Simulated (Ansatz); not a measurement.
Base system: Zn$_{3}$In$_{2}$O$_{6}$ (space group R3m, No. 160; a cell from a computed database, its experimental status unchecked).

```
Zn3In2O6
1.0
    1.70451     0.98410    13.88389
   -1.70451     0.98410    13.88389
    0.00000    -1.96820    13.88389
Zn In O
3 2 6
Direct
  0.26229   0.26229   0.26229
  0.73849   0.73849   0.73849
  0.13116   0.13116   0.13116
  0.00045   0.00045   0.00045
  0.86313   0.86313   0.86313
  0.91526   0.91526   0.91526
  0.08387   0.08387   0.08387
  0.19472   0.19472   0.19472
  0.81021   0.81021   0.81021
  0.30872   0.30872   0.30872
  0.69134   0.69134   0.69134
```

Cartesian axes are those of the cell as printed.

Level of theory: PBEsol (Ansatz, a program for electronic structure), no SOC.

One thing is altered: tensor shear ε_yz = −0.92 % (engineering shear γ = -0.0184), atoms relaxed at fixed cell.

### Question
Predict the stress tensor and what it implies for the stiffness.

### Answer
Stress of the strained cell less that of the base (GPa, compression positive):
```
  -0.11    0.00    0.00
   0.00    0.08    0.82
   0.00    0.82    0.00
```

Then −Δσ/γ with γ = 2ε = -0.0184 gives relaxed-ion elastic constants: C44 ≈ 44 GPa.

Stability against distortions was not tested.
